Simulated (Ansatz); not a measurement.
System: CsCl-type TiCo. Method: r²SCAN-D4 in Ansatz (plane waves, PAW).

Numerical settings: plane-wave cutoff 560 eV, 18×18×18 k mesh, Fermi–Dirac smearing 0.05 eV, no spin polarisation, scalar-relativistic PAW data made under PBE.

Cell (relaxed at this level):

```
CoTi
1.0
    2.94470     0.00000     0.00000
    0.00000     2.94470     0.00000
    0.00000     0.00000     2.94470
Ti Co
1 1
Direct
  0.00000   0.00000   0.00000
  0.50000   0.50000   0.50000
```

### Question
What does this level give for the bulk modulus B0 and pressure derivative B′ of the bulk modulus?

### Answer

bulk modulus B0: 196 GPa
pressure derivative B′ of the bulk modulus: 4.1

The run finds no gap.

Measured, for comparison: bulk modulus 154 GPa (room temperature, not corrected to a static lattice; as tabulated in Yamada et al. (2019), arXiv:1910.09660). Computed (rounded) less measured: bulk modulus +27 %.

Static lattice: no zero-point or thermal effects.

Ansatz is an electronic-structure program.
